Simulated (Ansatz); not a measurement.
HgTe (P3₁21, No. 152, 6 atoms in the cell; start mp-358; a measured phase of this formula has another space group) was calculated with r²SCAN+rVV10 (Ansatz, an electronic-structure program, PAW).

Settings: plane-wave cutoff 500 eV, 12×12×4 k mesh (along the axes of the cell as run), Fermi–Dirac smearing 0.05 eV, scalar-relativistic PAW data made under PBE.

Cell (relaxed at this level):

```xyz
6
Lattice="4.5581 0.0000 0.0000 -2.2791 3.9474 0.0000 0.0000 0.0000 10.2822" Properties=species:S:1:pos:R:3 pbc="T T T"
Hg     0.7697     1.3332     0.0000
Hg     3.0187     0.0000     3.4274
Hg    -1.5093     2.6142     6.8548
Te     1.0699     1.8531     5.1411
Te     2.4183     0.0000     8.5685
Te    -1.2092     2.0943     1.7137
```

Question: What does this level give for the band gap?

Answer: 
* **band gap**: 0.68 eV (on the SCF k mesh)

Note: the relaxation could not lower the start's symmetry, so the cell can be a saddle point above a distorted one.

Spin–orbit coupling is not included; with these elements it can move the gap by several tenths of an eV or more.

Computed values are for the static lattice.

Computing time: roughly 15 core-minutes.

A start named mp-… is a Materials Project structure, which need not be a measured phase.
